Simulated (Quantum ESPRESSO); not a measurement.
**Short convergence ladders for SnTe (I4mm, 2 atoms in the cell)**

```xyz
2
Lattice="0.0000 3.1442 3.1442 3.1442 0.0000 3.1442 3.1442 3.1442 0.0000" Properties=species:S:1:pos:R:3 pbc="T T T"
Sn     0.0000     0.0000     0.0500
Te     3.1442     3.1442     3.1442
```

Base method: PBEsol, PseudoDojo standard norm-conserving (PBESOL) pseudopotentials (plane waves; Quantum ESPRESSO 7.5).

Base settings: ecutwfc = 85 Ry; occupations = smearing; smearing = fd; degauss = 0.000734986 Ry; potentials = {Sn: Sn.upf, Te: Te.upf}; K_POINTS = automatic 4 4 4 0 0 0; conv_thr = 1e-11 Ry; mixing_beta = 0.5.

The count of work is k-points × plane waves × bands × iterations; it is no time. 

**The k-point mesh**

Only quantities that move along the ladder and can be compared are tabulated.

| K_POINTS | free energy less the last step's (meV/atom) | pressure (GPa) | largest difference of a force vector from the last step's (eV/Å) | gap on the mesh (eV) | count of work / last |
|---|---|---|---|---|---|
| automatic 2 2 2 0 0 0 | 942.00 | 3.24 | 0.551 | 0.193 | 0.010 |
| automatic 4 4 4 0 0 0 | -5.78 | -0.70 | 0.105 | 0.185 | 0.030 |
| automatic 5 5 5 0 0 0 | -4.02 | -0.13 | 0.024 | 0.888 | 0.042 |
| automatic 7 7 7 0 0 0 | -3.00 | -0.11 | 0.007 | 0.677 | 0.083 |
| automatic 9 9 9 0 0 0 | -1.05 | -0.04 | 0.003 | 0.539 | 0.16 |
| automatic 11 11 11 0 0 0 | -0.28 | -0.02 | 0.002 | 0.455 | 0.26 |
| automatic 13 13 13 0 0 0 | -0.10 | -0.02 | 0.001 | 0.381 | 0.41 |
| automatic 16 16 16 0 0 0 | -0.01 | -0.02 | 0.000 | 0.200 | 0.73 |
| automatic 18 18 18 0 0 0 | 0.00 | -0.01 | 0.000 | 0.200 | 1.0 |

Coarsest K_POINTS that holds the forces within 0.01 eV/Å of the last step, with all finer ones: automatic 7 7 7 0 0 0, at 0.083 of the last step's count of work; the step before is off by 0.024 eV/Å.

Coarsest K_POINTS that holds the free energy within 2 meV/atom of the last step, with all finer ones: automatic 9 9 9 0 0 0, at 0.16 of the last step's count of work; the step before is off by 3.0 meV/atom.

The gap on the mesh jumps up and down from mesh to mesh; it is no smooth measure of convergence.

**The width of Fermi-Dirac smearing**

The mesh stays at the base's, so the ladder's end is converged at best in this setting alone.

Only quantities that move along the ladder and can be compared are tabulated.

```csv
degauss,free energy less the last step's (meV/atom),pressure (GPa),largest difference of a force vector from the last step's (eV/Å)
0.073499 Ry,-735.34,2.48,0.180
0.036749 Ry,-136.02,-0.28,0.130
0.0147 Ry,-17.04,-0.57,0.078
0.0073499 Ry,-4.50,-0.53,0.049
0.00147 Ry,0.00,-0.69,0.000
```

Widest degauss that holds the pressure within 1 GPa of the last step, with all finer ones: 0.036749 Ry; the step before is off by 3.2 GPa.

Widest degauss that holds the free energy within 5 meV/atom: not settled: the last two steps still differ by 4.5 meV/atom, over half the tolerance, so the ladder does not show it.

Widest degauss that holds the forces within 0.02 eV/Å: not settled: the last two steps still differ by 0.049 eV/Å, over half the tolerance, so the ladder does not show it.

On the base run: the starting cell has typed, rounded lattice constants, without a prior relaxation at this level. Its lattice was rescaled by up to half a per cent. One atom was moved a little off its site on purpose. Spin-orbit coupling is off.
